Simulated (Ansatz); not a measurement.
Rock-salt NaH was calculated with PBE in Ansatz (plane waves, PAW).

Run with plane-wave cutoff 520 eV, 12×12×12 k mesh, Fermi–Dirac smearing 0.01 eV, scalar-relativistic PAW data made under PBE.

A third-order Birch–Murnaghan fit to the energies gives V0 = 14.102 Å³/atom, B0 = 23.2 GPa, B′ = 3.7.

```tsv
V (Å³/atom)	P (GPa)
13.254	1.616
13.536	1.026
13.818	0.490
14.100	0.003
14.382	(withheld)
14.664	-0.844
14.946	(withheld)
```

Q: Estimate the withheld pressures from this fit; the answers are the runs' own values.

A: 
- 14.382, P (GPa): -0.440
- 14.946, P (GPa): -1.211

The formula P = (3/2) B0 (x^(7/3) − x^(5/3)) [1 + (3/4)(B′ − 4)(x^(2/3) − 1)] with x = V0/V meets the computed pressures within 0.01 GPa when these rounded values are put in.

Measured, for comparison: bulk modulus 19.4 ± 2 GPa (room temperature, no zero-point or thermal correction; as tabulated in High-pressure studies of NaH to 54 GPa); equilibrium volume per atom 14.46 Å³/atom (room temperature, no zero-point or thermal correction; as tabulated in Thermodynamic Modeling of Hydrogen Storage Capacity in Mg-Na Alloys). Computed (rounded) less measured: bulk modulus +20 % (against room or unstated temperature, where such soft solids are markedly softer), equilibrium volume per atom -2.5 %.

It cost roughly 15 core-seconds of CPU time.

Ansatz is a quantum-chemistry and plane-wave program.
